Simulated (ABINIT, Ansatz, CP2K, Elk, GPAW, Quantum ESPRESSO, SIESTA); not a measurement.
# Code comparison for CdS (F-43m, 2 atoms in the cell)

Self-consistent single point, at a second geometry (lattice scaled by 0.98). First geometry:

```yaml
crystal:
  lattice:
    - [0.00000, 2.94295, 2.94295]
    - [2.94295, 0.00000, 2.94295]
    - [2.94295, 2.94295, 0.00000]
  atoms:
    - { symbol: Cd, position: [0.00000, 0.00000, 0.00000] }
    - { symbol: S, position: [0.25000, 0.25000, 0.25000] }
```

Shared settings, as Ansatz (a program for electronic structure) writes them: kpoints.mp_grid.grid = 5 5 5; scf.occupations.method = fixed. Potentials and cutoffs stand in the table.

```csv
code,model,ΔF from the first geometry (meV/atom),pressure (GPa),gap on the mesh (eV),cutoff
SIESTA,"GGA PBE, numerical atomic orbitals DZP, PseudoDojo PBE standard norm-conserving potentials (rewritten from UPF to PSML)",26.6,5.18,1.490,grid 350 Ry
Ansatz,"PBE, PAW files",29.4,5.27,1.212,default
ABINIT,"PBE, PAW (JTH v2.0 PBE PAW)",29.7,5.32,1.192,21 Ha
GPAW,"PBE, GPAW PAW datasets PBE (gpaw-data 1.0.1)",27.3,5.01,1.192,600 eV
CP2K,"PBE, GPW, DZVP-MOLOPT-SR-GTH basis, GTH-PBE potentials (GTH_POTENTIALS)",41.1,6.64,1.187,grid 500 Ry
Elk,"PBE, all-electron FP-LAPW, Elk's shipped species files, APW+lo basis with extra local orbitals",31.0,–,1.209,rgkmax 8
Quantum ESPRESSO,"PBE, PseudoDojo standard norm-conserving (PBE) pseudopotentials",29.7,5.32,1.214,105 Ry
```

A dash marks a value that a program does not give, or that is left out as unsure.

Gaps are read on the mesh.

The spread over the programs that give each value: ΔF from the first geometry within 14.5 meV/atom; pressure within 1.63 GPa; gap on the mesh within 0.303 eV.

SIESTA and CP2K use small atom-centred bases, whose incompleteness enters pressures, forces and empty levels differently from a plane-wave cutoff. Elk treats all electrons, but the usual bases taken here (sphere radii, linearisation, local orbitals, empty states) were not tested for convergence, so the values are no reference for the others. Ansatz's pressure is given at a fixed set of plane waves, as the other plane-wave codes print theirs. In the pressure, CP2K (by 1.35) lies more than 1 GPa from the median of the plane-wave programs. In the gap, SIESTA (by 0.288) lies more than 0.12 eV from the median of the plane-wave programs.

The starting cell comes from a database of computed structures (which also holds hypothetical and non-ambient phases and stackings), without a prior relaxation at this level. For this run, on top of that: lattice scaled by 0.98.

Left out of this page: FLEUR (with a known weakness of the program).

Keys are those of Ansatz 0.2.
